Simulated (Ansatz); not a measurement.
Input:

End structure of the (21-32) surface of hcp Mg in its 1x1 cell, outermost plane spacing 0.32 Å in the ideal cut (one of several cuts of this face):

```xyz
22
Lattice="6.0874 0.0000 0.0000 2.7252 7.7673 0.0000 0.0000 0.0000 26.5000" Properties=species:S:1:pos:R:3 pbc="T T T"
Mg     2.4964     5.7162     8.4285
Mg     1.9411     0.1653     8.6565
Mg     5.0161     0.8302     9.2030
Mg     1.1398     3.1151     9.4396
Mg     4.1713     3.7473    10.0833
Mg     6.3204     6.0298    10.4750
Mg     3.3228     6.6920    11.2606
Mg     2.7894     1.2246    11.4893
Mg     5.8377     1.8718    12.0966
Mg     1.9434     4.1287    12.3827
Mg     5.0074     4.7638    13.0921
Mg     7.1674     7.0940    13.4079
Mg     4.1440     7.7291    14.1173
Mg     3.6119     2.2187    14.4034
Mg     6.6603     2.8659    15.0107
Mg     2.7646     5.1658    15.2394
Mg     5.8544     5.8280    16.0250
Mg     5.2784     0.3432    16.4167
Mg     2.2225     0.9754    17.0604
Mg     4.4335     3.2603    17.2970
Mg     1.4211     3.9251    17.8435
Mg     3.5910     6.1416    18.0715
```

Set-up: 22 atoms, 10.0 Å thick at the start (thin: gaps and levels are the slab's own); mesh 7x5x1; 0.1 eV smearing; dipole correction on; all atoms relaxed; start symmetry kept, larger cells not searched; no spin, no spin-orbit, no U.

Estimate the work function of the top face that PBE in Ansatz (a quantum-chemistry and plane-wave program) returns for this input.

3.56 eV

What surface energy (mean of both faces) does PBE give?

0.73 J/m²
